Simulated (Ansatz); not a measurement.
The parent structure is ZnS in the zinc blende structure (space group F-43m, No. 216; a = 5.357 Å).

One thing is altered: Cd replaces 25.0 % of the Zn, ordered in a cell of 8 atoms (starting symmetry P-43m) and fully relaxed.

The other end (x = 1) is CdS in the zinc blende structure (space group F-43m, No. 216): 24.70 Å³/atom, gap 1.01 eV.

Levels (all Ansatz, a program for electronic structure, PAW): PBEsol (420 eV, no spin-orbit coupling); PBEsol+SOC (420 eV, noncollinear with spin-orbit coupling).

The geometry is relaxed with PBEsol.

| Property | Value |
|---|---|
| PBEsol gap character | direct at Γ |
| PBEsol valence-band top at Γ | 0.00, 0.00, 0.00 eV |
| PBEsol width of the top valence band | 1.04 eV |
| PBEsol electron mass | 0.15 mₑ (at Γ) |

With PBEsol+SOC at the same geometry, the gap character (in this cell's own zone, which can be folded) stays direct at Γ; the valence-band top at Γ (three highest Kramers pairs, from the VBM) changes from 0.00, 0.00, 0.00 eV to 0.00, 0.00, -0.06 eV; the width of the top valence band is nearly the same (1.04 eV against 1.06 eV); the electron mass is still 0.15 mₑ (at Γ). The threefold valence maximum splits by Δso ≈ 0.06 eV.

Single points use the geometry relaxed with PBEsol. Differences between runs with and without spin-orbit coupling are approximate. Each cell is one ordered arrangement of few atoms, which overstates ordering effects compared with a random alloy. Masses are band curvatures over ±0.01 Å⁻¹ around the edge. Whether these cells are dynamically stable was not tested. Labels are those of the standard path for the cell's own space group.
